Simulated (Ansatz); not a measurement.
Start from SrTiO$_{3}$ in the cubic perovskite structure (space group Pm-3m, No. 221; a = 3.891 Å).

Structures relaxed with Ansatz (an electronic-structure program) PBEsol, no spin-orbit coupling.

Base:

Simulated powder pattern, Cu Kα, λ = 1.54184 Å (kinematic, ideal powder, no thermal factors, no anomalous dispersion; the 10 strongest lines at most, above 2 %, up to 2θ = 90°):

| 2θ (°) | I/Imax (%) | hkl |
|---|---|---|
| 22.85 | 3.9 | (100) |
| 32.54 | 100 | (110) |
| 40.14 | 21 | (111) |
| 46.69 | 41 | (200) |
| 52.59 | 2.9 | (210) |
| 58.06 | 37 | (211) |
| 68.16 | 23 | (220) |
| 77.59 | 16 | (310) |
| 82.16 | 6.3 | (311) |
| 86.68 | 7.7 | (222) |

After one change:

Simulated powder pattern, Cu Kα, λ = 1.54184 Å (kinematic, ideal powder, no thermal factors, no anomalous dispersion; the 10 strongest lines at most, above 2 %, up to 2θ = 90°):

| 2θ (°) | I/Imax (%) |
|---|---|
| 22.99 | 3.9 |
| 32.74 | 100 |
| 40.39 | 21 |
| 46.99 | 41 |
| 52.93 | 2.9 |
| 58.45 | 37 |
| 68.63 | 23 |
| 78.14 | 16 |
| 82.76 | 6.3 |
| 87.33 | 7.7 |

**Question.** Which change produced these results?
A) isotropic strain −2.40 %
B) isotropic strain −3.00 %
C) isotropic strain −1.20 %
D) isotropic strain −0.60 %

**Answer.** D, isotropic strain −0.60 %. Its volume per atom is 11.57 Å³ against 11.78 Å³, and its space group is Pm-3m (No. 221).

Stability against distortions was not tested. All final runs are without spin polarisation. Many cubic perovskites are stable only at high temperature; tilts and polar distortions were not tested.
